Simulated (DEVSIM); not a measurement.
Device: Schottky contact on n-type Si, at 300 K.

Layer 1 from the left is Si, thickness (μm) 2.00, Nd (cm⁻³) 4.5e17, τn (s) 1.4e-7, τp (s) 1.4e-7. Layer 2 from the left is Si, thickness (μm) 26.0, Nd (cm⁻³) 2.7e18, τn (s) 1.4e-7, τp (s) 1.4e-7.

Left contact: Schottky, work function 4.69 eV, emission velocity 4.9e6 cm/s. Right contact: ohmic. Voltage is applied to the left contact. Recombination: SRH at mid-gap. Mobility is constant in doping.

Constants are typed, rounded textbook-type inputs, not results; the design itself was drawn at random and stands for no fabricated device. Values at 300 K.

Si: gap (eV) 1.124, affinity (eV) 4.05, permittivity 11.7, Nc (cm⁻³) 2.86e19, Nv (cm⁻³) 3.1e19, μn (cm²/Vs) 1417, μp (cm²/Vs) 470.

DEVSIM, 1D drift-diffusion, Boltzmann statistics, complete ionisation; no tunnelling, impact ionisation, image-force lowering or self-heating. Metal contacts follow the ideal Schottky-Mott rule: no Fermi-level pinning, no interface dipoles.

Q: What does the simulation give for the dark forward voltage at 1 A/cm², the potential step across the device at zero bias, the dark forward voltage at 100 A/cm²?

A: dark forward voltage at 1 A/cm² 0.203 V; potential step across the device at zero bias 0.579 V; dark forward voltage at 100 A/cm² 0.323 V.
